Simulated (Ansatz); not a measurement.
For Ta₂Se (P4/nmm, No. 129), LDA (PAW; Ansatz, a quantum-chemistry and plane-wave program) gives:

| Quantity | Value |
|---|---|
| lattice constant a | 3.333 Å |
| c axis length | 9.703 Å |
| bulk modulus B0 | 67.9 GPa |
| cohesive energy | 8.05 eV/atom |

**Question.** What does r²SCAN (Ansatz, PAW) give for the same quantities?

**Answer.** 
- lattice constant a: 3.375 Å (increases by 1.3 %)
- lattice parameter c: 10.277 Å (grows by 5.9 %)
- bulk modulus: 39.2 GPa (falls by 42 %)
- cohesive energy: 6.67 eV/atom (drops by 1.38 eV/atom)

Changes are worked out from the printed values.

Unless a cell is named, each level is at its own relaxed cell (LDA 17.97, r²SCAN 19.51 Å³/atom).

Levels without +SOC leave out spin–orbit coupling, which shifts energies and cells of such heavy elements.

Caveats: LDA has no dispersion term either, though it tends to give short spacings of layers, chains or molecules (LDA); the bulk modulus is −V dP/dV from two relaxed cells at ±2 % in volume (LDA, r²SCAN); the cell comes from a level without a dispersion term, which matters for the spacing of layers, chains or molecules (r²SCAN). Ansatz's density-functional and Hartree–Fock values are scalar-relativistic unless marked +SOC, with PAW data made under PBE.
